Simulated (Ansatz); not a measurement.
## tetragonal MoSi2 (1 1 0) on Si0.75Ge0.25, ordered (0 0 1), P on 3 of 6 substrate sites at each interface (film strained to the substrate, started from cuts of the bulks and a machine-learned relaxation; slabs Ge12Si48P6 and Mo20Si40, which can lie off the formulas)

A periodic stack without vacuum, tetragonal MoSi2 (1 1 0) on Si0.75Ge0.25, ordered (0 0 1), P on 3 of 6 substrate sites at each interface (film strained to the substrate, started from cuts of the bulks and a machine-learned relaxation; slabs Ge12Si48P6 and Mo20Si40, which can lie off the formulas): substrate slab Ge12Si48P6, film Mo20Si40, surface cells [[-1, 2], [-1, -1]] and [[1, 3], [-2, -1]], film strained by -0.6 and +3.2 %, outermost planes GeSi/GeSi and MoSi/MoSi as cut, which need not be the usual terminations and can put a slab off its formula.

The start was prepared with a machine-learned potential, and the result is one local minimum, with the in-plane cell held and forces under 0.04 eV/Å; the film can end far from its bulk form.

Calculation: PBE (plane waves to 420 eV, PAW; Ansatz, an electronic-structure program). Scalar-relativistic, without spin–orbit coupling; the runs are not spin-polarised; PBE gaps are too small against experiment. Its k-point mesh 2×4×1, Fermi–Dirac width 0.05 eV.

```
Quantity                                                                                   Result
--------------------------------------------------------------------------------  ---------------
interface area                                                                            91.8 Å²
period                                                                                    24.58 Å
heights between the nearest atoms of the two slabs at the two interfaces          1.82 and 1.72 Å
Mo–Si contacts across the interfaces within 1.22 times the sum of covalent radii   8, mean 2.72 Å
Mo–P contacts across the interfaces within 1.22 times the sum of covalent radii    7, mean 2.67 Å
Si–Si contacts across the interfaces within 1.22 times the sum of covalent radii   7, mean 2.47 Å
P–Si contacts across the interfaces within 1.22 times the sum of covalent radii    4, mean 2.33 Å
hole barrier (PBE)                                                                        0.26 eV
electron barrier (PBE)                                                                    0.12 eV
```

```xyz
126
Lattice="12.3701 0.0005 0.1756 -2.4733 7.4227 -0.0878 1.7924 -1.4104 24.6161" Properties=species:S:1:pos:R:3 pbc="T T T"
Ge     2.5855     5.1795     3.8832
Ge     7.5545     2.6200     3.6923
Ge    12.4669     0.1164     3.7689
Si     3.8219     1.3250     3.8428
Si     6.2010     6.2836     3.7247
Si    11.3094     3.8555     3.7627
P      4.3623     3.7158     1.2037
P     10.0020     1.1810     1.1104
P      0.5537     6.3537     0.9525
Si     2.0164     2.7902     1.1368
Si     6.1632     0.3008     0.9559
Si     8.8718     4.9958     1.0765
Si     5.5479     2.0800     2.4149
Si     8.0519     6.7998     2.3801
Si     0.8942     4.5056     2.3496
Si     2.1057     0.6816     2.3149
Si     4.3217     5.7737     2.3271
Si     9.5532     3.1019     2.3434
Ge     2.5327     5.1258     9.1926
Ge     7.4931     2.6415     9.3528
Ge    12.3389     0.1432     9.4354
Si     3.7293     1.4095     9.2184
Si     6.2451     6.3846     9.3250
Si    11.1384     3.8924     9.3182
Si     3.1672     3.2063     5.1556
Si     8.0603     0.7341     5.1431
Si    10.5786     5.6775     5.1270
Si     1.9631     7.0298     5.2299
Si     6.9137     4.4909     5.0993
Si    11.9000     2.0278     5.1663
Ge     5.0647     3.8500     6.5143
Ge     9.9688     1.3946     6.5123
Ge     0.0094     6.3354     6.4390
Si     1.2914     2.6119     6.4755
Si     6.2998     0.1801     6.6267
Si     8.7142     5.1069     6.5066
Si     5.6362     2.0087     7.9536
Si     8.0585     6.9436     7.8743
Si     0.6450     4.4592     7.8177
Si     1.8625     0.7968     7.8924
Si     4.4545     5.7589     7.8860
Si     9.3320     3.2838     7.9025
P      2.5367     4.5927    14.5115
P      7.2043     2.8341    14.8936
P     12.5591    -0.0375    14.7333
Si     3.2821     2.2939    14.6531
Si     6.1610     6.3875    14.5561
Si    11.2371     4.3327    14.9869
Si     3.0799     3.2255    10.5746
Si     8.0442     0.7895    10.8302
Si    10.5393     5.6899    10.7496
Si     1.9122     7.0467    10.5216
Si     6.8961     4.5472    10.6936
Si    11.6581     2.0718    10.7193
Ge     4.9578     3.8667    11.9641
Ge     9.8757     1.5010    12.2797
Ge     0.0663     6.4528    11.9079
Si     1.1450     2.6611    11.8233
Si     6.1072     0.2153    12.1234
Si     8.7084     5.0890    12.1380
Si     5.4289     2.0583    13.5410
Si    10.6424    -0.4485    13.5010
Si     0.6379     4.4996    13.2077
Si     1.8059     0.9429    13.2981
Si     4.2486     5.7249    13.3034
Si     9.2471     3.3881    13.7708
Mo     4.8001     2.0941    16.7826
Mo     9.3730     3.6023    16.8746
Mo     1.4489     5.0632    16.7592
Mo     8.3184    -0.8715    16.9907
Mo    12.6931     0.5793    17.0705
Mo     2.5744     1.3666    19.0341
Mo     7.0625     2.8550    19.0213
Mo    11.5124     4.3438    19.1244
Mo     3.5964     5.8347    19.0244
Mo    10.4966    -0.1192    19.2250
Mo    12.6962     0.6461    21.5107
Mo     4.7962     2.1280    21.2708
Mo     9.2440     3.6033    21.4018
Mo     1.3425     5.1046    21.2640
Mo     8.2371    -0.8580    21.4030
Mo    10.3173    -0.1421    23.7267
Mo     2.6119     1.4425    23.4766
Mo     6.9519     2.8371    23.5031
Mo    11.4398     4.4025    23.5350
Mo     3.5883     5.8710    23.5637
Si     5.6953    -0.3913    16.8110
Si    10.1349     1.0672    16.9417
Si     2.0825     2.5236    16.7858
Si     6.6831     4.1529    16.7481
Si    11.1657     5.6497    16.9050
Si     7.5430     1.5446    16.7957
Si    11.9633     3.0226    16.8888
Si     4.0853     4.6084    16.8125
Si     8.4558     6.0795    16.9111
Si     3.0367     0.1245    16.7710
Si     3.4286    -1.0996    19.0581
Si     7.8760     0.3878    19.1612
Si    12.3081     1.8671    19.2357
Si     4.4010     3.3193    19.0046
Si     8.8824     4.8162    19.1027
Si     5.2177     0.8895    19.0191
Si     9.6878     2.3761    19.1225
Si     1.7806     3.8772    18.9881
Si     6.2282     5.3280    19.0960
Si    13.1289    -0.5973    19.2624
Si    11.0493     5.6162    21.3989
Si     5.6196    -0.3690    21.3487
Si    10.0715     1.1345    21.5020
Si     2.1641     2.6338    21.2956
Si     6.6040     4.0699    21.2891
Si     2.9706     0.1719    21.3341
Si     7.4209     1.6459    21.3410
Si    11.8889     3.1309    21.4497
Si     3.9499     4.6196    21.3180
Si    10.8864    -1.3207    21.5232
Si     8.7811     4.8210    23.6429
Si     3.3358    -1.0611    23.5657
Si     7.7966     0.4314    23.5676
Si    12.2911     1.9351    23.7386
Si     4.3574     3.3835    23.5023
Si    13.2465    -0.5092    23.9225
Si     5.1776     0.8798    23.5283
Si     9.5257     2.3805    23.8158
Si     1.5791     3.8362    23.6624
Si     6.2139     5.2522    23.4813
```
